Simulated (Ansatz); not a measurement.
# A O vacancy (surface) in a 2x2 cell of the 1x1 (0001) surface of corundum (cut with top plane Al)

Host crystal: corundum, with a band gap (PBE, scalar-relativistic without spin-orbit coupling).

Method: HSE06, at the PBE geometry and the start's symmetry (plane waves to 420 eV, PAW; Ansatz, an electronic-structure program).

Model: 79-atom slab, 6.7 Å thick at the start (thin: gaps and levels are the slab's own), 2x2x1 mesh, Fermi-Dirac 0.01 eV, dipole correction, single point; no symmetry held, on the structure that PBE left; spin-polarised from one start with parallel moments (other orders not tried), no spin-orbit, no U. The starting moment vanished. The program's check for a lower electronic state was not made.

- formation energy against ½ O2(g) at the same level = 6.01 eV
- gap of the slab on its k-mesh = 4.03 eV
- highest filled level below the top vacuum level = 5.41 eV
- change of the step from the bottom to the top vacuum level, against the clean slab = 0.12 eV
- magnetic moment of the cell = 0.00 μB
